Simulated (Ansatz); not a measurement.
The reference is AlN in the wurtzite structure (space group P6_3mc, No. 186; a = 3.1067 Å, c = 4.9785 Å). Axes: x lies along a and z along c of the hexagonal cell.

Level of theory: r2SCAN, PAW, 500 eV (Ansatz, a quantum-chemistry and plane-wave program; no spin-orbit coupling).

The change: the cell is compressed by 3.17 % along z with no lateral relaxation, atoms relaxed at fixed cell.

### Question
Predict the stress tensor and what it implies for the stiffness.

### Answer
Stress of the strained cell less that of the base (GPa, compression positive):
```
   3.97    0.00    0.00
   0.00    3.97    0.00
   0.00    0.00   11.97
```

Then −Δσ_ii/ε with ε = -0.0317 gives secant stiffness values (nonlinear terms included at this strain): C33 ≈ 378 GPa, C13 ≈ 125 GPa and C23 ≈ 125 GPa.

As a check, the harmonic strain energy −½ V₀ Δσ:ε is 12 meV/atom; the computed energy rise is 12 meV/atom.

Stability against distortions was not tested.
